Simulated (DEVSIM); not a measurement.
System: illuminated Si n-on-p cell, one wavelength, at 350 K.

Layer 1 from the left is Si, thickness (μm) 0.0670, Nd (cm⁻³) 2.7e18, τn (s) 8.4e-8, τp (s) 2.2e-6, absorption coefficient (cm⁻¹) 170. Layer 2 from the left is Si, thickness (μm) 74.0, Na (cm⁻³) 1e17, τn (s) 8.4e-6, τp (s) 8.4e-6, absorption coefficient (cm⁻¹) 170.

Left contact: ohmic, minority hole recombination velocity 2e5 cm/s. Right contact: ohmic, minority electron recombination velocity 6000 cm/s. Voltage is applied to the left contact. Recombination: SRH at mid-gap, radiative, Auger. Gap narrowing is on: ΔEg = 6.92 meV × (l + √(l² + 0.5)), l = ln(N/1.3e17 cm⁻³), shared equally by both band edges. Light enters at the left, 1.9e18 photons cm⁻² s⁻¹, one pass, no reflection. Mobility is μmin + (μ − μmin)/(1 + (N/Nref)^α).

This is a model device: material constants are rounded textbook-type values typed into the input, and sizes, dopings and lifetimes were drawn at random. Values at 300 K; Nc and Nv go as T^1.5, mobilities as T to minus their exponent, the gap by Varshni's rule with the affinity fixed.

Si: gap (eV) 1.124, affinity (eV) 4.05, permittivity 11.7, Nc (cm⁻³) 2.86e19, Nv (cm⁻³) 3.1e19, μn (cm²/Vs) 1417, μp (cm²/Vs) 470, μn,min 52, μp,min 45, Nref,n 9.7e16, Nref,p 2.2e17, αn 0.68, αp 0.72, T exponent of μn 2.3, T exponent of μp 2.2, B (cm³/s) 4.7e-15, Cn (cm⁶/s) 2.8e-31, Cp (cm⁶/s) 9.9e-32, Varshni α (eV/K) 0.000473, Varshni β (K) 636.

Model (solved in DEVSIM): 1D drift-diffusion, Boltzmann statistics, complete ionisation; no tunnelling, impact ionisation, image-force lowering or self-heating.

Dark forward current:

| |V| (V) | |J| (A/cm²) |
|---|---|
| 0.05 | 2.736e-8 |
| 0.10 | 1.545e-7 |
| 0.15 | 7.866e-7 |
| 0.20 | 4.022e-6 |
| 0.25 | 2.080e-5 |
| 0.30 | 0.0001083 |
| 0.35 | 0.0005660 |
| 0.40 | 0.002962 |
| 0.45 | 0.01551 |
| 0.50 | 0.08096 |
| 0.55 | 0.4161 |
| 0.60 | 1.991 |
| 0.65 | 7.631 |
| 0.70 | 20.74 |
| 0.75 | 42.93 |
| 0.80 | 75.54 |
| 0.85 | 120.1 |
| 0.90 | 177.9 |
| 0.95 | 249.9 |
| 1.00 | 336.9 |
| 1.05 | 439.4 |
| 1.10 | 557.8 |
| 1.15 | 692.5 |
| 1.20 | 843.7 |
| 1.25 | 1012 |
| 1.30 | 1196 |

Work out the local ideality factor n = ΔV / (kT/q · ln(J2/J1)) between the rows 0.15 and 0.20 V, 0.40 and 0.45 V, 1.25 and 1.30 V.

kT/q = 30.16 mV. From 0.15 to 0.20 V: ln(4.022e-6/7.866e-7) = 1.632, n = 1.02, near the 1 of diffusion or emission over a barrier. From 0.40 to 0.45 V: ln(0.01551/0.002962) = 1.656, n = 1.00, near the 1 of diffusion or emission over a barrier. From 1.25 to 1.30 V: ln(1196/1012) = 0.167, n = 9.92.

What current could the absorbed light give at most, and what share is collected?

Σ αd = 1.26, so qΦ(1 − exp(−Σ αd)) = 218 mA/cm². The simulated short-circuit current is 147.5 mA/cm², a share of 0.68.

Estimate the open-circuit voltage by superposition: the voltage at which the dark current equals that short-circuit current.

Interpolating ln J in the table gives 0.518 V. The simulation gives 0.518 V, the same within the digits that matter. Superposition holds where collection doesn't change with voltage.

Estimate the fill factor from FF0 = (v − ln(v + 0.72))/(v + 1), v = qVoc/(nkT), with n from the dark curve.

The rows about Voc, 0.50 and 0.55 V, give n = 1.01, so v = 17.0 and FF0 = 0.784. The simulation gives 0.786, the same within the digits that matter.
